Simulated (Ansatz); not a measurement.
**Pt: pressure 30 GPa**

Take Pt in the fcc (Cu type) structure (space group Fm-3m, No. 225; a = 3.918 Å) as the base.

Modification: cell and atoms relaxed at a pressure of 30 GPa.

Computed with DFT with PBEsol, PAW potentials and a 420 eV plane-wave cutoff in Ansatz (a first-principles code), no spin-orbit coupling, earlier PAW set. Γ-centred 20×20×20 mesh, Fermi–Dirac width 0.05 eV.

```json
[
 {"quantity": "volume per atom", "base": "15.04 Å³", "changed": "13.83 Å³", "shift": "-1.205 Å³"},
 {"quantity": "enthalpy H = E + PV relative to the base's energy", "base": "–", "changed": "+2.69 eV/atom", "shift": "–"},
 {"quantity": "band gap", "base": "zero", "changed": "zero", "shift": "–"}
]
```

Final structure:

```xyz
1
Lattice="0.0000 1.9053 1.9053 1.9053 0.0000 1.9053 1.9053 1.9053 0.0000" Properties=species:S:1:pos:R:3 pbc="T T T"
Pt     0.0000     0.0000     0.0000
```

Load acts through the strain it causes; cell and atoms are relaxed under it. Whether these cells are dynamically stable was not tested. Competing high-pressure phases were not computed. The final runs are not spin-polarised.
